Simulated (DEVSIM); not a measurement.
illuminated Si p-on-n cell, one wavelength

Structure: illuminated Si p-on-n cell, one wavelength, at 450 K.

| layer (left to right) | material | thickness (μm) | Nd (cm⁻³) | Na (cm⁻³) | τn (s) | τp (s) | absorption coefficient (cm⁻¹) |
|---|---|---|---|---|---|---|---|
| 1 | Si | 0.120 | - | 2.3e18 | 5.3e-5 | 7.5e-6 | 14000 |
| 2 | Si | 46.0 | 2.3e15 | - | 0.00025 | 0.00025 | 14000 |

Left contact: ohmic, minority electron recombination velocity 8e6 cm/s. Right contact: ohmic, minority hole recombination velocity 5e6 cm/s. Voltage is applied to the left contact. Recombination: SRH at mid-gap, radiative, Auger. Gap narrowing is on: ΔEg = 6.92 meV × (l + √(l² + 0.5)), l = ln(N/1.3e17 cm⁻³), shared equally by both band edges. Light enters at the left, 2.8e18 photons cm⁻² s⁻¹, one pass, no reflection. Mobility is constant in doping.

The device is made up for the run: typed textbook-type constants, with dimensions and the other settings drawn at random. Values at 300 K; Nc and Nv go as T^1.5, mobilities as T to minus their exponent, the gap by Varshni's rule with the affinity fixed.

```csv
parameter,Si
gap (eV),1.124
affinity (eV),4.05
permittivity,11.7
Nc (cm⁻³),2.86e19
Nv (cm⁻³),3.1e19
μn (cm²/Vs),1417
μp (cm²/Vs),470
T exponent of μn,2.3
T exponent of μp,2.2
B (cm³/s),4.7e-15
Cn (cm⁶/s),2.8e-31
Cp (cm⁶/s),9.9e-32
Varshni α (eV/K),0.000473
Varshni β (K),636
```

Model (solved in DEVSIM): 1D drift-diffusion, Boltzmann statistics, complete ionisation; no tunnelling, impact ionisation, image-force lowering or self-heating.

| Property | Value |
|---|---|
| Potential step across the device at zero bias | 0.547 V |
| Largest field in the device at zero bias | 87000 V/cm |
| Dark forward voltage at 1 A/cm² | 0.286 V |
| Dark forward voltage at 100 A/cm² | 0.828 V |
| Short-circuit current | 415 mA/cm² |
| Open-circuit voltage | 0.236 V |
| Fill factor | 0.57 |
| Largest power | 55.7 mW/cm² |
| Share of generated pairs collected at short circuit | 0.926 |

Dark forward current:

(V (V), J (A/cm²)): (0.05, 0.0024); (0.15, 0.043); (0.20, 0.15); (0.30, 1.3); (0.40, 6.1); (0.45, 10); (0.55, 24); (0.60, 34); (0.70, 58); (0.80, 90); (0.85, 110); (0.95, 150); (1.05, 200); (1.10, 230); (1.20, 290); (1.25, 330); (1.35, 400); (1.45, 480); (1.50, 530); (1.60, 620)

Current under light (generator sign):

```json
[
 {"V (V)": "0.00", "J (mA/cm²)": "415"},
 {"V (V)": "0.02", "J (mA/cm²)": "415"},
 {"V (V)": "0.04", "J (mA/cm²)": "413"},
 {"V (V)": "0.06", "J (mA/cm²)": "411"},
 {"V (V)": "0.08", "J (mA/cm²)": "407"},
 {"V (V)": "0.10", "J (mA/cm²)": "401"},
 {"V (V)": "0.12", "J (mA/cm²)": "391"},
 {"V (V)": "0.14", "J (mA/cm²)": "375"},
 {"V (V)": "0.16", "J (mA/cm²)": "347"},
 {"V (V)": "0.18", "J (mA/cm²)": "303"},
 {"V (V)": "0.20", "J (mA/cm²)": "233"},
 {"V (V)": "0.22", "J (mA/cm²)": "124"},
 {"V (V)": "0.24", "J (mA/cm²)": "-41.6"}
]
```
